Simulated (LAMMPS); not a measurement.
LAMMPS 22 Jul 2025, classical MD, Tersoff (GaN.tersoff): GaN, 1728 atoms.

```json
{
  "task": "MD, nve",
  "potential": "Tersoff, GaN.tersoff",
  "copies_of_the_repeat_unit": "6×6×6",
  "shape (slab and sphere leave vacuum in the box)": "bulk",
  "neighbor_skin": "2 Å",
  "neigh_modify": "every 1 delay 0 check yes",
  "newton": "on (default)",
  "atom_modify sort (bins of 2 Å where set)": "1000 (default)",
  "comm_style": "brick (default)",
  "box": "19.1 × 33.1 × 31.1 Å",
  "start": "generated wurtzite lattice, warmed in an untimed run"
}
```

All runs start from one configuration, warmed at this fixed volume for 1000 steps under a thermostat at 600 K. The run at the shortest step has a mean temperature of 601 K and a mean pressure of -0.4 GPa.

Each run covers about 2.0 ps at constant energy (mean temperature 601 K at the shortest step); σ is the standard deviation over the printed steps. Single runs; times are not shown.

Steps tried: 0.5 fs, 1 fs, 2 fs, 2.5 fs, 4 fs, 5 fs, 8 fs, 10 fs, 16 fs, 20 fs, 32 fs.

**Question.** What is the longest step at which the total energy fluctuates by under 2 % of the kinetic energy's fluctuation?

**Answer.** 1 fs. The run fails or blows up at 8 fs, 10 fs, 16 fs, 20 fs, 32 fs.

```
time step  σ(E total)/σ(E kinetic)  last minus first total energy (meV/atom)  mean temperature (K)
---------  -----------------------  ----------------------------------------  --------------------
0.5 fs                      0.0027                                   +0.0075                   601
1 fs                        0.0065                                    +0.020                   602
2 fs                         0.081                                     +0.33                   598
2.5 fs                       0.092                                     +0.39                   597
4 fs                           1.0                                      +4.5                   596
5 fs                           1.9                                       +15                   605
8 fs             stops: Lost atoms                                         —                     —
10 fs            stops: Lost atoms                                         —                     —
16 fs            stops: Lost atoms                                         —                     —
20 fs            stops: Lost atoms                                         —                     —
32 fs            stops: Lost atoms                                         —                     —
```

The bar is a choice.
